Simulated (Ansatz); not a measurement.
# Effect of uniaxial strain ε_zz = −1.50 % on Na3Sb

Take Na₃Sb (space group P6_3/mmc, No. 194; a = 5.312 Å, c = 9.453 Å) as the base. Axes: x lies along a and z along c of the hexagonal cell.

Perturbation: the cell is compressed by 1.50 % along z with no lateral relaxation; the atoms relax in the strained cell.

Level of theory: Ansatz (an electronic-structure program) PBEsol, no spin-orbit coupling. k-mesh 10×10×5 (Γ-centred); smearing 0.05 eV (Fermi–Dirac).

The volume per atom falls by 0.433 Å³ to 28.44 Å³ and the space group is still P6_3/mmc (No. 194). The shortest interatomic distance is still 3.067 Å and the energy increases by 1.0 meV/atom. The pressure (mean of the normal stresses, compression positive) goes from zero to 3.1 kbar and the band gap rises by 0.06 eV (0.43 eV → 0.49 eV). The gap character stays direct at Γ and the width of the top valence band remains 0.92 eV. The electron mass becomes 0.077 mₑ along z, 0.066 mₑ across (at Γ) (base: 0.076 mₑ along c, 0.061 mₑ across (at Γ)) and the valence-band top at Γ (three highest levels, from the VBM) becomes 0.00, 0.00, -0.18 eV (base: 0.00, 0.00, -0.16 eV). The stress (xx, yy, zz, yz, xz, xy; compression positive) comes out as (0.08, 0.08, 0.77, 0.00, 0.00, 0.00) GPa.

Spin-orbit coupling, missing from the scalar runs, can matter with Sb. Effective masses come from finite differences of ±0.01 Å⁻¹. No phonon test of stability was made.
